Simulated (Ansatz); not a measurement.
Structures of equal composition on the (111) surface of fcc Rh: a pseudomorphic layer of Ir in the host's stacking; a pseudomorphic layer of Ir in the other hollow. The slabs share one bottom face, and each structure is named by its start. These are constructed structures in small cells; real faces may alloy, dewet or reconstruct in larger ones, and not all known structures of the face are among them. Slabs of about 11 Å, Fermi-Dirac smearing of 0.1 eV. Bottom of the slabs: a bare face, its two planes held. Relaxed from the named starts with such symmetry as they have, on meshes of like density; energies extrapolated to zero smearing; spin only where a row says so; no spin-orbit coupling, no U. Brackets mark spin-polarised runs, whose order is one that fits the cell.

Calculation: PBE (plane waves to 420 eV, PAW; Ansatz, a first-principles code).

Task: Rank these by energy per 1x1 cell (lowest first), as PBE gives it.

Result: a pseudomorphic layer of Ir in the host's stacking (0.000 eV), a pseudomorphic layer of Ir in the other hollow (0.063 eV)
